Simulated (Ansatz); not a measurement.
Take MgH2 in the CdI2 type structure (space group P-3m1, No. 164; a = 2.9840 Å, c = 4.1127 Å; a hypothetical phase, not in the database extracts checked) as the base. Axes: x lies along a and z along c of the hexagonal cell.

(Cell as relaxed with PBE-D3(BJ).)

Levels (all Ansatz, an electronic-structure program, PAW): PBE-D3(BJ) (420 eV, no spin-orbit coupling); PBEsol-D3(BJ) (420 eV, no spin-orbit coupling).

Each level relaxes its own structure.

```tsv
base	PBE-D3(BJ)	PBEsol-D3(BJ)
volume per atom	10.57 Å³	10.18 Å³
lattice parameter a	2.984 Å	2.973 Å
band gap	3.75 eV	3.32 eV
```

Now apply this change: a pure shear with ε_xy = ε_yx = -0.0032; the atoms relax in the strained cell.

| quantity | PBE-D3(BJ) | PBEsol-D3(BJ) |
|---|---|---|
| energy relative to the base (free energy F) | +0.1 meV/atom | … |
| stress (xx, yy, zz, yz, xz, xy; compression positive) | (0.00, 0.00, 0.00, 0.00, -0.03, 0.30) GPa | … |
| shortest interatomic distance | 1.955 Å | … |

**Question.** Predict the PBEsol-D3(BJ) column.

**Answer.** 
- energy relative to the base (free energy F), PBEsol-D3(BJ): +0.1 meV/atom
- stress (xx, yy, zz, yz, xz, xy; compression positive), PBEsol-D3(BJ): (0.00, 0.00, -0.01, 0.00, 0.05, 0.31) GPa
- shortest interatomic distance, PBEsol-D3(BJ): 1.952 Å

PBE-D3(BJ)'s shortest interatomic distance lies 0.003 Å above PBEsol-D3(BJ)'s (0.1 %); the two agree on the energy relative to the base. Neither level is exact; PBEsol-D3(BJ) is the comparison here, not a measurement.

Whether these cells are dynamically stable was not tested.
